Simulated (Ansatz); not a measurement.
## Bulk modulus of Sb (model structure, started from the diamond type, Fd-3m, No. 227, 2 atoms in the cell) at several levels of theory

No measured value is used here.

```json
[
 {"level (code)": "LDA (Ansatz)", "value (GPa)": "37.5", "cell (Å³/atom)": "39.54"},
 {"level (code)": "PBEsol (Ansatz)", "value (GPa)": "?", "cell (Å³/atom)": "40.56"},
 {"level (code)": "r²SCAN (Ansatz)", "value (GPa)": "34.0", "cell (Å³/atom)": "41.79"}
]
```

What belongs in the gaps?


- PBEsol (Ansatz, a quantum-chemistry and plane-wave program), value (GPa): 35.2

LDA, PBEsol, r²SCAN: the bulk modulus is −V dP/dV from two relaxed cells at ±2 % in volume. Each level is taken at its own relaxed cell. Cutoffs differ between the levels. Ansatz's density-functional and Hartree–Fock values are scalar-relativistic unless marked +SOC, with PAW data made under PBE.

A model structure was made by putting elements into a prototype or built by hand; it is no filed structure, need not be a known phase, and can be a saddle point held by its symmetry.
